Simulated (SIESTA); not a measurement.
Worked example: self-consistent single point of LaSnPt (Pnma, 12 atoms in the cell) in SIESTA.

Level of theory: SIESTA 5.4.2 with GGA PBEsol, numerical atomic orbitals DZP, PseudoDojo PBEsol standard norm-conserving potentials (rewritten from UPF to PSML).

```yaml
crystal:
  lattice:
    - [7.57927, 0.00000, 0.00000]
    - [0.00000, 4.64195, 0.00000]
    - [0.00000, 0.00000, 8.04579]
  atoms:
    - { symbol: La, position: [0.48344, 0.75000, 0.80666] }
    - { symbol: La, position: [0.51656, 0.25000, 0.19334] }
    - { symbol: La, position: [0.01656, 0.25000, 0.30666] }
    - { symbol: La, position: [0.98344, 0.75000, 0.69334] }
    - { symbol: Sn, position: [0.67217, 0.25000, 0.58262] }
    - { symbol: Sn, position: [0.32783, 0.75000, 0.41738] }
    - { symbol: Sn, position: [0.82783, 0.75000, 0.08262] }
    - { symbol: Sn, position: [0.17217, 0.25000, 0.91738] }
    - { symbol: Pt, position: [0.79170, 0.25000, 0.90744] }
    - { symbol: Pt, position: [0.20830, 0.75000, 0.09256] }
    - { symbol: Pt, position: [0.70830, 0.75000, 0.40744] }
    - { symbol: Pt, position: [0.29170, 0.25000, 0.59256] }
```

Reference input (self-consistent single point, DFT, GGA PBEsol, numerical atomic orbitals DZP, PseudoDojo PBEsol standard norm-conserving potentials (rewritten from UPF to PSML)): XC.functional = GGA; XC.authors = PBEsol; potentials = PseudoDojo PBEsol standard; PAO.BasisSize = DZP; PAO.EnergyShift = 0.01 Ry; MeshCutoff = 350 Ry; kgrid.MonkhorstPack = 4 6 4; OccupationFunction = FD; ElectronicTemperature = 100 meV; MaxSCFIterations = 150; SCF.Mixer.Method = Pulay; SCF.Mixer.Weight = 0.25. This run's input differs from it in these lines:

```diff
@@ -37,3 +37,3 @@
 PAO.EnergyShift              0.01 Ry
-MeshCutoff                   350 Ry
+MeshCutoff                   140 Ry
 %block kgrid.MonkhorstPack
```

Log, with long lists cut:

```
        iscf     Eharris(eV)        E_KS(eV)     FreeEng(eV)     dDmax    Ef(eV) dHmax(eV)
   scf:    1   -26185.149271   -26474.494284   -26474.773932  1.594820 -3.010709 32.405062
   scf:    2   -26498.138280   -26577.703928   -26577.922760  0.716088 -4.234994 10.856019
   scf:    3   -26601.943796   -26593.235399   -26593.463754  0.092746 -4.111414  2.309025
   scf:    4   -26590.556151   -26593.808104   -26594.043181  0.098090 -4.074776  3.266595
   scf:    5   -26593.635191   -26594.728839   -26594.966484  0.081860 -4.193186  1.431203
   scf:    6   -26594.923615   -26594.977516   -26595.215861  0.021029 -4.166490  0.294974
   scf:    7   -26594.992067   -26594.988551   -26595.226790  0.003760 -4.172990  0.025690
   scf:    8   -26594.986381   -26594.987958   -26595.226186  0.001026 -4.175272  0.074315
   scf:    9   -26594.988513   -26594.988602   -26595.226874  0.001117 -4.174239  0.010961
   scf:   10   -26594.988611   -26594.988610   -26595.226887  0.000091 -4.174582  0.002255
   scf:   11   -26594.988631   -26594.988621   -26595.226888  0.000066 -4.174679  0.000714
SCF Convergence by DM+H criterion
max |DM_out - DM_in|         :     0.0000662847
max |H_out - H_in|      (eV) :     0.0007135184
SCF cycle converged after 11 iterations

Using DM_out to compute the final energy and forces

siesta: E_KS(eV) =           -26594.9886

siesta: E_KS - E_eggbox =    -26594.9886

siesta: Atomic forces (eV/Ang):
     1    0.064454    0.000000    0.144196
     2   -0.064454   -0.000000   -0.144196
     3   -0.064454   -0.000000    0.144196
     4    0.064454    0.000000   -0.144196
     5   -0.005267    0.000000    0.054956
     6    0.005267   -0.000000   -0.054956
     7    0.005267    0.000000    0.054956
     8   -0.005267    0.000000   -0.054956
     9    0.001465   -0.000000   -0.003087
    10   -0.001465    0.000000    0.003087
    11   -0.001464   -0.000000   -0.003087
   [... lines left out ...]
siesta: FreeEng =    -26595.226888
siesta: Cell volume =        283.071750 Ang**3
siesta:           6.18344939          5.38785136  kBar
   [... lines left out ...]
     1     0.602257   10.397743  La
     2     0.602257   10.397743  La
     3     0.602257   10.397743  La
     4     0.602257   10.397743  La
     5    -0.700291   14.700291  Sn
     6    -0.700291   14.700291  Sn
     7    -0.700291   14.700291  Sn
     8    -0.700291   14.700291  Sn
     9     0.098034   17.901966  Pt
    10     0.098034   17.901966  Pt
    11     0.098034   17.901966  Pt
    12     0.098034   17.901966  Pt
 Total    -0.000000
```

The run converged in 11 iterations. Against the reference run the free energy falls by 7.8 meV/atom, the pressure moves little (0.56 to 0.62 GPa) and the largest force hardly changes (0.157 to 0.158 eV/Å).

The starting cell comes from a database of computed structures (which also holds hypothetical and non-ambient phases and stackings), without a prior relaxation at this level. Spin polarisation is off. Values carry the incompleteness of an atom-centred basis.

Cost on one core of a shared machine: roughly 3 min.
